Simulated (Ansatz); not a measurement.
```
CdTe
1.0
    0.00000     3.30972     3.30972
    3.30972     0.00000     3.30972
    3.30972     3.30972     0.00000
Cd Te
1 1
Cartesian
  0.00000   0.00000   0.00000
  1.65486   1.65486   1.65486
```

 Spin-orbit coupling is not included.

**Question.** List the harmonic phonon frequencies (cm⁻¹; finite displacements on a 6×6×6 mesh, Ansatz, an electronic-structure program, PBE functional, plane-wave PAW, k mesh 6×6×6) at q = (0.000, 0.000, 0.333), (0.000, -0.500, -0.500), (0.000, 0.167, 0.333), in fractions of this cell's reciprocal vectors. At Γ leave out the LO-TO shift.

**Answer.** 
- (0.000, 0.000, 0.333): 27, 27, 85, 131, 131, 142
- (0.000, -0.500, -0.500): 35, 35, 120, 122, 135, 135
- (0.000, 0.167, 0.333): 32, 36, 75, 131, 132, 145
